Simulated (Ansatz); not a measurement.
# CdTe: energy against strain

CdTe (zinc blende, F-43m, 34.150 Å³/atom at rest) under an equal strain ε in the (001) plane with the normal axis free, as in a coherent film. PBEsol in Ansatz, a plane-wave DFT program (PAW, default set), 420 eV, 9×9×9 Γ-centred mesh, Fermi-Dirac smearing 0.05 eV; ions are relaxed within the symmetry of each cell.

Here s stands for strain and y for E less E0.

```
strain (%)  E less E0 (meV/atom)
----------  --------------------
-3.00                          ?
-1.50                       2.01
-1.00                       0.89
-0.50                       0.22
0.00                        0.00
0.50                        0.21
1.00                        0.83
1.50                        1.85
```

Fit y of the 7 rows that show it with a parabola. Least squares gives y = 0.001 - 0.0436·s + 0.8576·s². Residuals (row less fit): 0.014, -0.012, -0.017, -0.001, 0.016, 0.015, -0.015; standard error 0.018 (degrees of freedom: 4). Twice the quadratic coefficient over the volume, 2 × 0.8576 meV × 10⁴ × 0.1602 / 34.150 Å³, is twice the biaxial elastic modulus of this plane = 80 ± 0.8 GPa.

Q: Predict the withheld y at s = -3.00 from the fit, and compare with the calculation.

A: y = 0.001 - 0.0436 × (-3.0) + 0.8576 × (-3.0)² = 7.850 meV/atom. The calculation gives 8.25 meV/atom, 0.400 meV/atom above the prediction (4.8 % of the range of y in the table). The row lies outside the fitted rows, so this is an extrapolation. From the scatter of the fitted rows alone, a prediction at this place has a standard error of 0.071 meV/atom, so the miss is 5.6 times that.

One order more, fitted to all 13 runs of the series, follows each within 0.01, so the miss is the next term of a smooth law. Rows are the converged runs of the series near zero and its far end; series whose fitted rows scatter by over a few per cent of the range, as at a crossing or softening among them, aren't shown in this form. Most that stay on the fit to the last digits aren't either.
